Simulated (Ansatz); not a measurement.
**AgI in the wurtzite structure (space group P6_3mc, No. 186)**

```
AgI
1.0
    4.68522     0.00000     0.00000
   -2.34261     4.05752     0.00000
    0.00000     0.00000     7.66214
Ag I
2 2
Direct
  0.66667   0.33333   0.00005
  0.33333   0.66667   0.50005
  0.66667   0.33333   0.62515
  0.33333   0.66667   0.12515
```

Calculations: plane-wave PAW DFT at the PBE level (Ansatz, a quantum-chemistry and plane-wave program, 420 eV), spin-orbit coupling left out. Settings: 8×8×5 k-points, 0.05 eV Fermi–Dirac smearing.

```yaml
volume_per_atom: 36.41 Å³
density: 5.35 g/cm³
band_gap: 1.37 eV, direct at Γ
electron_mass: 0.17 mₑ along c, 0.18 mₑ across
Lowest conduction-band minima above the VBM: Γ 1.37 eV
total_energy: -7552.003 eV/atom (σ→0; compares only within this code and set-up)
```

With I present, leaving out spin-orbit coupling can change the band edges. Masses are band curvatures over ±0.01 Å⁻¹ around the edge. Whether these cells are dynamically stable was not tested.
